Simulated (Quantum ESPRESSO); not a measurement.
Quantum ESPRESSO run on SrPd2 (P1, 6 atoms in the cell): self-consistent single point.

Computed with PBEsol, GBRV 1.5 ultrasoft (PBESOL) pseudopotentials (plane waves; Quantum ESPRESSO).

The change in words: atoms moved at random. Reference geometry:
```yaml
crystal:
  lattice:
    - [0.00000, 3.93562, 3.93562]
    - [3.93562, 0.00000, 3.93562]
    - [3.93562, 3.93562, 0.00000]
  atoms:
    - { symbol: Sr, position: [0.75000, 0.75000, 0.75000] }
    - { symbol: Sr, position: [0.50000, 0.50000, 0.50000] }
    - { symbol: Pd, position: [0.12500, 0.62500, 0.12500] }
    - { symbol: Pd, position: [0.12500, 0.12500, 0.12500] }
    - { symbol: Pd, position: [0.62500, 0.12500, 0.12500] }
    - { symbol: Pd, position: [0.12500, 0.12500, 0.62500] }
```

Reference input (self-consistent single point, DFT, PBEsol, plane waves, GBRV 1.5 ultrasoft (PBESOL) pseudopotentials): ecutwfc = 40 Ry; ecutrho = 320 Ry; occupations = smearing; smearing = gauss; degauss = 0.0099958 Ry; potentials = {Sr: sr_pbesol_v1.uspp.F.UPF, Pd: pd_pbesol_v1.4.uspp.F.UPF}; K_POINTS = automatic 7 7 7 0 0 0; conv_thr = 1e-11 Ry; mixing_beta = 0.4. This run's input differs from it in these lines:

```diff
@@ -26,8 +26,8 @@
 ATOMIC_POSITIONS {alat}
-Sr    1.0606601718    1.0606601718    1.0606601718
-Sr    0.7071067812    0.7071067812    0.7071067812
-Pd    0.5303300859    0.1767766953    0.5303300859
-Pd    0.1767766953    0.1767766953    0.1767766953
-Pd    0.1767766953    0.5303300859    0.5303300859
-Pd    0.5303300859    0.5303300859    0.1767766953
+Sr    1.0528169434    1.0506984514    1.0642027767
+Sr    0.7056939818    0.7040506657    0.7016832722
+Pd    0.5314876197    0.1769980197    0.5366247505
+Pd    0.1763538454    0.1822666723    0.1775007726
+Pd    0.1858354403    0.5338882472    0.5323573610
+Pd    0.5297940989    0.5340791660    0.1696137036
 K_POINTS {automatic}
```

Output, abridged:

```
     Self-consistent Calculation

     iteration #  1     ecut=    40.00 Ry     beta= 0.40

     negative rho (up, down):  4.265E-01 0.000E+00

     total energy              =    -929.95628159 Ry
     estimated scf accuracy    <      12.15351977 Ry

     iteration #  2     ecut=    40.00 Ry     beta= 0.40

     negative rho (up, down):  4.294E-01 0.000E+00

     total energy              =    -934.58306235 Ry
     estimated scf accuracy    <       7.43435046 Ry

     iteration #  3     ecut=    40.00 Ry     beta= 0.40

     negative rho (up, down):  4.304E-01 0.000E+00

     total energy              =    -934.84151299 Ry
     estimated scf accuracy    <       0.95884217 Ry

   [... 12 blocks of this kind left out ...]

     iteration # 16     ecut=    40.00 Ry     beta= 0.40

     negative rho (up, down):  4.369E-01 0.000E+00

     total energy              =    -934.94739323 Ry
     estimated scf accuracy    <          1.9E-11 Ry

     iteration # 17     ecut=    40.00 Ry     beta= 0.40

     negative rho (up, down):  4.369E-01 0.000E+00
     End of self-consistent calculation

     Number of k-points >= 100: set verbosity='high' to print the bands.

     the Fermi energy is    13.8938 ev

!    total energy              =    -934.94739323 Ry
     estimated scf accuracy    <          8.2E-12 Ry
     smearing contrib. (-TS)   =      -0.00194257 Ry
     internal energy E=F+TS    =    -934.94545066 Ry

     convergence has been achieved in  17 iterations

     negative rho (up, down):  4.369E-01 0.000E+00

     Forces acting on atoms (cartesian axes, Ry/au):

     atom    1 type  1   force =     0.00617661    0.00954626   -0.00501114
     atom    2 type  1   force =    -0.00107365    0.00130505    0.00623458
     atom    3 type  2   force =    -0.00257300    0.00292876   -0.01302118
     atom    4 type  2   force =     0.00328261   -0.00365400    0.00416819
   [... lines left out ...]
     Total force =     0.025147     Total SCF correction =     0.000001
   [... lines left out ...]

     negative rho (up, down):  4.369E-01 0.000E+00
          total   stress  (Ry/bohr**3)                   (kbar)     P=      -28.76
  -0.00019861  -0.00001161   0.00001131          -29.22       -1.71        1.66
  -0.00001161  -0.00019158   0.00000287           -1.71      -28.18        0.42
   0.00001131   0.00000287  -0.00019633            1.66        0.42      -28.88

   JOB DONE.
```

The run converged in 17 iterations. Against the reference run the free energy goes up by 5.7 meV/atom, the pressure goes from -3.03 to -2.88 GPa and the largest force goes from 0.000 to 0.349 eV/Å.

The starting cell comes from a database of computed structures (which also holds hypothetical and non-ambient phases and stackings), without a prior relaxation at this level. For this run, on top of that: atoms moved at random. Spin polarisation is off.

Cost on one core of a shared machine: roughly 10 min.
